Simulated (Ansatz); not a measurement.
Consider LiCl in the rock salt structure (space group Fm-3m, No. 225).

```
CELL_PARAMETERS angstrom
      0.00000     2.53210     2.53210
      2.53210     0.00000     2.53210
      2.53210     2.53210     0.00000
ATOMIC_POSITIONS crystal
  Li 0.00000 0.00000 0.00000
  Cl 0.50000 0.50000 0.50000
```

Cartesian axes are those of the cell as printed.

The values are results of Ansatz (a first-principles code), PBEsol, PAW, cutoff 420 eV, scalar-relativistic without spin-orbit coupling, not measurements.

Before the change:

| Property | Result |
|---|---|
| Valley order | Γ 6.35 eV; L along ⟨111⟩ 6.58 eV; X along ⟨100⟩ 7.78 eV |

Perturbation: uniaxial strain ε_zz = +1.00 %, all other strain components held at zero; the atoms relax in the strained cell.

### Question
How does this affect the valence-band top at Γ?

### Answer
The valence-band top at Γ (three highest levels, from the VBM) is 0.00, -0.03, -0.03 eV.

### Question
How does this affect the valley order?

### Answer
The valley order (the lowest conduction-band minima on the path, energy above the VBM, named in the base's zone) goes from Γ 6.35 eV; L along ⟨111⟩ 6.58 eV; X along ⟨100⟩ 7.78 eV to Γ 6.27 eV; L along [1-11] 6.55 eV; X along [100] 7.74 eV; X along [001] 7.76 eV.

The levels and masses belong to the bands next to the band gap. Whether these cells are dynamically stable was not tested.
